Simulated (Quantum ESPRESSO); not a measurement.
A series of runs on Tl (P6_3/mmc, 4 atoms in the cell)

```yaml
crystal:
  lattice:
    - [3.47987, 0.00000, 0.00000]
    - [-1.73994, 3.01365, 0.00000]
    - [0.00000, 0.00000, 11.17322]
  atoms:
    - { symbol: Tl, position: [0.00000, 0.00000, 0.00000] }
    - { symbol: Tl, position: [0.00000, 0.00000, 0.50000] }
    - { symbol: Tl, position: [0.33333, 0.66667, 0.25000] }
    - { symbol: Tl, position: [0.66667, 0.33333, 0.75000] }
```

Base run A: PBE, GBRV 1.5 ultrasoft (PBE) pseudopotentials (Quantum ESPRESSO), self-consistent single point.

Its settings: ecutwfc = 40 Ry; ecutrho = 200 Ry; occupations = smearing; smearing = marzari-vanderbilt; degauss = 0.019992 Ry; potentials = {Tl: tl_pbe_v1.2.uspp.F.UPF}; K_POINTS = automatic 11 11 3 0 0 0; conv_thr = 1e-09 Ry; mixing_beta = 0.3.

The starting cell comes from a database of computed structures (which also holds hypothetical and non-ambient phases and stackings), without a prior relaxation at this level. Its lattice was rescaled by a random factor within 2.5 % of one.

Runs:
- B: pseudopotentials: {Tl: tl_pbe_v1.2.uspp.F.UPF} → {Tl: tl_lda_v1.2.uspp.F.UPF} [LDA (PZ)]
- C: pseudopotentials: {Tl: tl_pbe_v1.2.uspp.F.UPF} → {Tl: tl_pbesol_v1.2.uspp.F.UPF} [PBEsol]
- D: input_dft: default → rpbe [RPBE]
- E: input_dft: default → revpbe [revPBE]
- F: input_dft: default → blyp [BLYP]
- G: input_dft: default → wc [Wu-Cohen GGA]
- H: input_dft: default → pw91 [PW91]
- I: input_dft: default → vdw-df2 [vdW-DF2]
- J: input_dft: default → vdw-df-cx [vdW-DF-cx]
- K: input_dft: default → rvv10 [rVV10]

```tsv
run	pressure (GPa)
A	0.37
B	-4.36
C	-2.66
D	2.23
E	1.74
F	3.91
G	-2.62
H	0.18
I	5.36
J	-2.43
K	0.50
```

Run F against A: The pressure goes from 0.37 to 3.91 GPa.

Run H against A: The pressure goes from 0.37 to 0.18 GPa.

Run J against A: The pressure goes from 0.37 to -2.43 GPa.
